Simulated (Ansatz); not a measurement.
**AlN in the zinc blende structure (space group F-43m, No. 216)**

```cif
data_AlN
_chemical_formula_sum 'Al1 N1'
_space_group_name_H-M_alt 'P 1'
_space_group_IT_number 1
_cell_length_a 3.07045
_cell_length_b 3.07045
_cell_length_c 3.07045
_cell_angle_alpha 60.000
_cell_angle_beta 60.000
_cell_angle_gamma 60.000
loop_
_space_group_symop_operation_xyz
  'x, y, z'
loop_
_atom_site_label
_atom_site_type_symbol
_atom_site_fract_x
_atom_site_fract_y
_atom_site_fract_z
_atom_site_occupancy
Al1 Al 0.00000 0.00000 0.00000 1
N1 N 0.25000 0.25000 0.25000 1
```

All numbers come from LDA (Ansatz, a first-principles code; PAW; 420 eV plane waves; spin-orbit coupling left out). k-mesh 13×13×13 (Γ-centred); smearing 0.05 eV (Fermi–Dirac).

| Quantity | Value |
|---|---|
| Volume per atom | 10.23 Å³ |
| Density | 3.33 g/cm³ |
| Band gap | 3.25 eV, indirect, Γ → X |
| Electron mass | 0.52 mₑ along k, 0.32 mₑ across |
| Lowest conduction-band minima above the VBM | X along ⟨100⟩ 3.25 eV; Γ 4.39 eV |
| Total energy | -444.906 eV/atom (σ→0; compares only within this code and set-up) |

Masses are band curvatures over ±0.01 Å⁻¹ around the edge. Along k means along the line from Γ to the band edge. Stability against distortions was not tested. This is not the structure that AlN has at room temperature and ambient pressure.
